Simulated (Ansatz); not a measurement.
System: Sc3Ir (model structure, started from the Cu3Au type, Pm-3m, No. 221, 4 atoms in the cell). Method: LDA (PAW; Ansatz, a program for electronic structure).

Numerical settings: plane-wave cutoff 520 eV, 14×14×14 k mesh, Fermi–Dirac smearing 0.05 eV, no spin polarisation, scalar-relativistic PAW data made under PBE.

Cell (relaxed at this level):

Space group Pm-3m (No. 221); a = 4.1733 Å, b = 4.1733 Å, c = 4.1733 Å, α = 90.00°, β = 90.00°, γ = 90.00°

```
atom  site  symmetry       x       y       z
----  ----  --------  ------  ------  ------
Sc      3c    4/mm.m  0.0000  0.5000  0.5000
Ir      1a      m-3m  0.0000  0.0000  0.0000
```

### Question
Predict the bulk modulus B0.

### Answer

- bulk modulus B0 = 111 GPa

Note: the run has no spin polarisation, so it can have missed a magnetic state; the bulk modulus is −V dP/dV from two relaxed cells at ±2 % in volume; the relaxation could raise the start's symmetry but not lower it, so the cell can be a saddle point.

Spin–orbit coupling is not included.

Static lattice: no zero-point or thermal effects.

It cost about 110 core-seconds (a rough figure) of CPU time.

A model structure was made by putting elements into a prototype or built by hand; it is no filed structure, need not be a known phase, and can be a saddle point held by its symmetry.
